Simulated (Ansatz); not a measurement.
The parent structure is BaTiO₃ in the cubic perovskite structure (space group Pm-3m, No. 221; a = 3.9940 Å).

The values are results of Kohn–Sham DFT with the r2SCAN functional, run in Ansatz (a first-principles code) with PAW and 500 eV plane waves, no spin-orbit coupling, not measurements.

Base values:

- Band gap: 2.17 eV
- Pressure: 0.00 GPa
- Gap character: indirect, R → Γ
- Smallest direct gap: 2.28 eV

It is then changed as follows: an isotropic linear strain of +5.49 %, atoms relaxed at fixed cell.

Predict the new band gap.

The band gap decreases by 0.40 eV, from 2.17 eV to 1.77 eV.

What happens to the pressure?

The pressure goes from zero to -20.22 GPa.

Estimate the effect on the energy relative to the base.

The energy goes up by 162 meV/atom.

What happens to the gap character?

The gap character stays indirect, R → Γ.

What happens to the smallest direct gap?

The smallest direct gap falls by 0.28 eV to 2.00 eV.

Whether these cells are dynamically stable was not tested. All final runs are without spin polarisation. Many cubic perovskites are stable only at high temperature; tilts and polar distortions were not tested. This is not the structure that BaTiO3 has at room temperature and ambient pressure.
